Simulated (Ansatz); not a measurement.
```yaml
crystal:
  lattice:
    - [4.76280, 0.00000, 0.00000]
    - [2.38140, 4.12470, 0.00000]
    - [0.00000, 0.00000, 6.64351]
  atoms:
    - { symbol: Pb, position: [0.00000, 0.00000, 0.00000] }
    - { symbol: I, position: [0.33333, 0.33333, 0.26648] }
    - { symbol: I, position: [0.66667, 0.66667, 0.73352] }
```

No spin polarisation.

Computed with Kohn–Sham DFT with the PBE-D3(BJ) functional, run in Ansatz (a first-principles code) with PAW and 420 eV plane waves, no SOC. k-mesh 8×8×5 (Γ-centred); smearing 0.05 eV (Fermi–Dirac).

Q: Predict the smallest direct gap, band gap and pressure.

A: 
- Smallest direct gap: 2.14 eV
- Band gap: 2.00 eV
- Pressure (mean of the normal stresses, compression positive): -0.68 GPa

Spin-orbit coupling, missing from the scalar runs, can matter with I and Pb. The cells carry an imposed strain or load. Whether these cells are dynamically stable was not tested. The cell was made from PbI2 in the CdI2 type structure (space group P-3m1, No. 164) by this change: biaxial strain +4.47 %, plane normal [001], relaxed out of plane.
